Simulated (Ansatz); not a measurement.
An Ansatz (a program for electronic structure) run: Zr3N4 with a change (pressure −2 GPa); Ansatz PBE, scalar-relativistic without spin-orbit coupling.

Input:

Ansatz 0.2 input:
```yaml
crystal:
  lattice:
    - [-3.3974155164, 3.3974155164, 3.3974155164]
    - [3.3974155164, -3.3974155164, 3.3974155164]
    - [3.3974155164, 3.3974155164, -3.3974155164]
  atoms:
    - { symbol: Zr, position: [0.875, 0.125, 0.75] }
    - { symbol: Zr, position: [0.625, 0.375, 0.25] }
    - { symbol: Zr, position: [0.75, 0.875, 0.125] }
    - { symbol: Zr, position: [0.25, 0.625, 0.375] }
    - { symbol: Zr, position: [0.125, 0.75, 0.875] }
    - { symbol: Zr, position: [0.375, 0.25, 0.625] }
    - { symbol: N, position: [0.6325284547, 0.6325284547, 0.6325284547] }
    - { symbol: N, position: [0.3674715453, 0.5, 0] }
    - { symbol: N, position: [0.5, 0, 0.8674715453] }
    - { symbol: N, position: [0, 0.3674715453, 0.5] }
    - { symbol: N, position: [0.8674715453, 0.5, 0] }
    - { symbol: N, position: [0.1325284547, 0.1325284547, 0.1325284547] }
    - { symbol: N, position: [0, 0.8674715453, 0.5] }
    - { symbol: N, position: [0.5, 0, 0.3674715453] }
basis: { ecutwfc: 420, ecutrho_ratio: 4, xc_grid: 2, fft_grid_basis: typed }
kpoints: { mp_grid: { grid: [6, 6, 6] } }
hamiltonian:
  xc: pbe
  dispersion: none
  pseudopotentials: { kind: paw }
scf: { occupations: { method: fermi_dirac, width: 0.05 } }
relax: { f_tol: 0.01, max_steps: 60, cell: { stress_tol: 0.02, p_target: -2.0 } }
output: { forces: true, stress: true }
checkpoint: { write: state.ck, write_every: 1000 }
```

Output (explanatory and most iteration lines left out):

```
Relaxation: its limit of steps is 60 (relax.max_steps)
Pseudopotential: Zr, paw, valence charge 12
Pseudopotential: N, paw, valence charge 5
Crystal: 14 atoms, lattice volume = 156.858 Å³
Basis set: ecut = 420 eV, 3055 PW (Γ), exchange–correlation on 80×80×80 points (8 copies of the dense FFT grid, shifted against one another)
Bands: 70, of which v1, the nominal top of the filled ones, is band 56 counted from 1 (55 counted from 0)
Symmetry: 24 space group operations
Space group: I-43d (ITA 220), of the structure as read, at distance tolerance 5.4e-5 Å
k-points: 16 of 216 (time reversal used)
Functional: x = pbe(κ = 0.804, μ = 0.2195149727645171), c = pbe(β = 0.06672455060314922)
SCF iter   1: F=—  HF=-28195.883338 eV  |F-HF|=—  |Δ(HF+E_count)|=         —  Δρ=3.88e-3  dr2=9.90e-3  ethr=1.77e-3  ⟨swp⟩=4.6  Hψ=4085  notcnv=0  defer=17
SCF iter   2: F=—  HF=-28195.880645 eV  |F-HF|=—  |Δ(HF+E_count)|=   2.69e-3  Δρ=2.10e-3  dr2=2.09e-3  ethr=8.84e-6  ⟨swp⟩=2.0  Hψ=2150  notcnv=0  defer=26
SCF 1 converged in 6 iterations: F = -28195.882221 eV  dr2 = 1.87e-8
relax step   1: F+E_penalty+E_count = -28195.88222150 eV  Δ(F+E_penalty+E_count) = +0.000e0 eV  max|allowed force component| = 5.057e-7 eV/Å  Δτ_max = 0.0000 Å  P = -0.998 GPa  Ω = 156.858 Å³  (6 SCF iters, dr2 threshold 1.00e-7 eV, accepted)
[... steps on the carried basis left out ...]
relax step   7: F+E_penalty+E_count = -28195.87400214 eV  Δ(F+E_penalty+E_count) = -1.455e-11 eV  max|allowed force component| = 4.164e-6 eV/Å  Δτ_max = 0.0000 Å  P = -1.997 GPa  Ω = 157.763 Å³  stress off target by 2.53e-3 GPa  SCF on the basis re-selected at this cell (its energy is not comparable with the rows above)  (4 SCF iters)
SCF converged after 4 iterations
Free energy (F): -28195.874002 eV
Internal energy: -28195.873980 eV  (E = F + TS)
E sigma→0 (E₀):  -28195.873991 eV
Entropy (-TS):   -0.000022 eV (-0.002 meV/atom)
Fermi energy:    16.077214 eV
--- Forces (eV/Å), atoms counted from 1 ---
  atom   1  Zr    -0.00000000     0.00000000     0.00000000
  atom   2  Zr     0.00000000     0.00000000    -0.00000000
  atom   3  Zr     0.00000000    -0.00000000     0.00000000
  atom   4  Zr     0.00000000     0.00000000     0.00000000
  atom   5  Zr    -0.00000000     0.00000000    -0.00000000
  atom   6  Zr     0.00000000    -0.00000000    -0.00000000
  atom   7  N     -0.00000416    -0.00000416    -0.00000416
  atom   8  N     -0.00000416     0.00000416     0.00000416
  atom   9  N      0.00000416     0.00000416    -0.00000416
  atom  10  N      0.00000416    -0.00000416     0.00000416
  atom  11  N     -0.00000416     0.00000416     0.00000416
  atom  12  N     -0.00000416    -0.00000416    -0.00000416
  atom  13  N      0.00000416    -0.00000416     0.00000416
  atom  14  N      0.00000416     0.00000416    -0.00000416
--- Stress (GPa, compression-positive) ---
       -1.997471      -0.000000       0.000000
       -0.000000      -1.997471       0.000000
        0.000000       0.000000      -1.997471
  P = ⅓ Tr σ = -1.9975 GPa (-19.975 kbar)
--- Relaxed structure (5 steps of the walk, 5 accepted, 2 SCFs on fresh bases) ---
  cell:  # Å, volume = 157.7632 Å³
    - [-3.4039399836753113, 3.4039399836753113, 3.4039399836753113]
    - [3.4039399836753113, -3.4039399836753113, 3.4039399836753113]
    - [3.4039399836753113, 3.4039399836753113, -3.4039399836753113]
  atoms:
    - { symbol: Zr, position: [0.8749999999999999, 0.12499999999999996, 0.7499999999999998] }
    - { symbol: Zr, position: [0.625, 0.37499999999999994, 0.25000000000000006] }
    - { symbol: Zr, position: [0.7499999999999999, 0.875, 0.12500000000000003] }
    - { symbol: Zr, position: [0.25000000000000006, 0.625, 0.37499999999999994] }
    - { symbol: Zr, position: [0.12499999999999996, 0.7499999999999998, 0.8749999999999999] }
    - { symbol: Zr, position: [0.37499999999999994, 0.25000000000000006, 0.625] }
    - { symbol: N, position: [0.6309264375760815, 0.6309264375760815, 0.6309264375760815] }
    - { symbol: N, position: [0.3690735624239185, 0.49999999999999994, 0.0] }
    - { symbol: N, position: [0.5, 0.0, 0.8690735624239185] }
    - { symbol: N, position: [0.0, 0.3690735624239185, 0.49999999999999994] }
    - { symbol: N, position: [0.8690735624239185, 0.5, 0.0] }
    - { symbol: N, position: [0.13092643757608147, 0.13092643757608147, 0.13092643757608147] }
    - { symbol: N, position: [0.0, 0.8690735624239185, 0.5] }
    - { symbol: N, position: [0.49999999999999994, 1.3877787807814457e-17, 0.3690735624239185] }
```

Load acts through the strain it causes; cell and atoms are relaxed under it. Whether these cells are dynamically stable was not tested. The cell was made from Zr$_{3}$N$_{4}$ (space group I-43d, No. 220) by this change: pressure −2 GPa.
